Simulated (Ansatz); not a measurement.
Several settings converged on Ca2AgPd2 (Imm2, 5 atoms in the cell)

```
Ca2AgPd2
1.0
   -2.25061     2.90195     4.22935
    2.25061    -2.90195     4.22935
    2.25061     2.90195    -4.22935
Ca Ag Pd
2 1 2
Direct
  0.70812   0.20812   0.50000
  0.29779   0.79779   0.50000
  0.00000   0.00000   0.00000
  0.73119   0.50000   0.23119
  0.26881   0.50000   0.76881
```

Base method: PBEsol, default PAW files made with PBE (plane waves; Ansatz, a first-principles code).

Base settings: basis.ecutwfc = 420 eV; kpoints.mp_grid.grid = 5 5 5; hamiltonian.xc = pbesol; hamiltonian.pseudopotentials = {kind: paw} (the program's default PAW files); scf.occupations.method = fermi_dirac; scf.occupations.width = 0.1 eV.

The count of work is k-points × plane waves × bands × iterations; it is no time. Core times come from one kind of shared machine, to one figure; runs under 30 s give none.

**The cutoff for other potential files**

Level: DFT, PBEsol, plane waves, harder PAW files (source: ansatz) made with PBE.

In this ladder: hamiltonian.pseudopotentials = {kind: paw, source: ansatz}.

The second cell is the first with its lattice scaled by 0.98.

The mesh stays at the base's, so the ladder's end is converged at best in this setting alone.

The first pressure column holds Ansatz's estimate of the finite-basis (Pulay) stress, which hides part of the cutoff error; the other is without it.

Only quantities that move along the ladder and can be compared are tabulated.

| basis.ecutwfc | free energy less the last step's (meV/atom) | energy of the compressed cell less the first (meV/atom) | pressure (GPa) | pressure without the Pulay estimate (GPa) | largest difference of a force vector from the last step's (eV/Å) | count of work / last | core time / last (rough) |
|---|---|---|---|---|---|---|---|
| 270 eV | 8197.36 | 2.79 | -2.25 | -253.14 | 0.501 | 0.11 | – |
| 330 eV | 1894.87 | -17.91 | -3.77 | -80.24 | 0.194 | 0.16 | – |
| 420 eV | 158.19 | -5.87 | -2.75 | -12.58 | 0.028 | 0.23 | – |
| 510 eV | 6.81 | -5.94 | -2.75 | -3.40 | 0.002 | 0.31 | – |
| 600 eV | 0.80 | -5.92 | -2.75 | -2.75 | 0.000 | 0.35 | – |
| 720 eV | 0.59 | -5.93 | -2.75 | -2.75 | 0.000 | 0.46 | 0.4 |
| 900 eV | 0.32 | -5.93 | -2.75 | -2.76 | 0.000 | 0.65 | 0.6 |
| 1200 eV | 0.00 | -5.93 | -2.75 | -2.76 | 0.000 | 1.0 | 1 |

Coarsest basis.ecutwfc that holds the free energy within 5 meV/atom of the last step, with all finer ones: 600 eV, at 0.35 of the last step's count of work; the step before is off by 6.8 meV/atom.

Coarsest basis.ecutwfc that holds the pressure within 0.2 GPa of the last step, with all finer ones: 420 eV, at 0.23 of the last step's count of work; the step before is off by 1.0 GPa.

Coarsest basis.ecutwfc that holds the energy of the compressed cell less the first within 2 meV/atom of the last step, with all finer ones: 420 eV, at 0.23 of the last step's count of work; the step before is off by 12 meV/atom.

The energy difference between the two cells stays within 1 meV/atom of the last step's from 420 eV on, the total only from 600 eV on: much of the error is common to both cells and cancels.

At the lowest cutoff the pressure without the Pulay estimate lies 250 GPa under the last step's, the usual sign of Pulay stress in an incomplete plane-wave basis.

**The relaxed cell against the cutoff**

On Ca2AgPd2 (Immm, 5 atoms in the cell): atoms on their sites.

In this ladder: relax = cell and atoms.

The mesh stays at the base's, so the ladder's end is converged at best in this setting alone.

Only quantities that move along the ladder and can be compared are tabulated.

```csv
basis.ecutwfc,relaxed volume (Å³/atom),relaxation steps,core time / last (rough)
250 eV,21.462,58,2
295 eV,21.291,14,0.7
355 eV,21.233,7,0.4
420 eV,21.231,5,0.4
505 eV,21.232,5,0.5
630 eV,21.231,5,0.6
840 eV,21.230,5,1
```

Coarsest basis.ecutwfc that holds the relaxed volume within 0.021 Å³/atom of the last step, with all finer ones: 355 eV, at about 0.4 of the last step's time; the step before is off by 0.060 Å³/atom.

At the lowest cutoff the cell relaxes to a volume 1.1 % larger than at the highest. Ansatz relaxes on a stress corrected for the finite basis.

On the base run: the starting cell comes from a database of computed structures (which also holds hypothetical and non-ambient phases and stackings), without a prior relaxation at this level. Its lattice was rescaled by up to half a per cent. One atom was moved a little off its site on purpose. Spin polarisation is off.

Left out of this page: 1 run of the series stopped by limits of time or memory.

Keys are those of Ansatz 0.2.
